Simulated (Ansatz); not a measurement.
**Ga2O3: transverse stress against strain**

Ga2O3 (corundum, R-3c, 9.707 Å³/atom at rest, c along z) under a strain ε along c (axis z), the other axes held. PBEsol in Ansatz, a plane-wave DFT program (PAW, default set), 420 eV, 8×8×8 Γ-centred mesh, Fermi-Dirac smearing 0.05 eV; ions are relaxed within the symmetry of each cell. Stress is positive for a compressed cell.

Here s stands for strain and y for stress xx.

| strain (%) | stress xx (GPa) |
|---|---|
| -1.50 | 2.08 |
| -0.75 | 1.01 |
| 0.00 | 0.00 |
| 0.75 | -0.95 |
| 1.50 | -1.85 |
| 3.00 | ? |

The 5 complete rows are fitted with a straight line, y against s. Means: s 0, y 0.058. About the means, the sum of products is -7.3650 and the sum of squares of s is 5.6250; the slope is their ratio. Least squares gives y = 0.058 - 1.3093·s. Residuals (row less fit): 0.058, -0.030, -0.058, -0.026, 0.056; standard error 0.062 (degrees of freedom: 3). The slope gives the elastic constant C13 = 131 ± 3 GPa.

**Question.** Predict the withheld y at s = 3.00 from the fit, and compare with the calculation.

**Answer.** y = 0.058 - 1.3093 × 3.00 = -3.870 GPa. The calculation gives -3.49 GPa, 0.380 GPa above the prediction (6.8 % of the range of y in the table). The row lies outside the fitted rows, so this is an extrapolation. From the scatter of the fitted rows alone, a prediction at this place has a standard error of 0.103 GPa, so the miss is 3.7 times that.

One order more, fitted to all 9 runs of the series, follows each within 0.01, so the miss is the next term of a smooth law. Ga2O3 is here the metastable α form; monoclinic β is stable. Rows are the converged runs of the series near zero and its far end; series whose fitted rows scatter by over a few per cent of the range, as at a crossing or softening among them, aren't shown in this form. Most that stay on the fit to the last digits aren't either.
